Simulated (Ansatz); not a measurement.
# Te (within 0.1 Å of Pm-3m, No. 221, 3 atoms in the cell; start mp-570459; another form than the element's usual one)

Level of theory: PBEsol (Ansatz, a quantum-chemistry and plane-wave program, plane waves, PAW).

Settings: plane-wave cutoff 520 eV, 14×14×10 k mesh (along the axes of the cell as run), Fermi–Dirac smearing 0.05 eV, scalar-relativistic PAW data made under PBE.

Cell (relaxed at this level):

Space group R-3m, hexagonal axes (No. 166); a = b = 4.461 Å, c = 5.438 Å, α = β = 90.00°, γ = 120.00°

```
atom  site  symmetry       x       y       z
----  ----  --------  ------  ------  ------
Te      3a       -3m  0.0000  0.0000  0.0000
```

```
Property            Value
---------------  --------
band gap             none
bulk modulus B0  58.4 GPa
```

Note: the bulk modulus is −V dP/dV from two relaxed cells at ±2 % in volume.

Spin–orbit coupling is not included; it can open a gap where bands touch, and shift volumes and moduli.

Computed values are for the static lattice.

It cost roughly 40 core-minutes of CPU time.

A start named mp-… is a Materials Project structure, which need not be a measured phase.
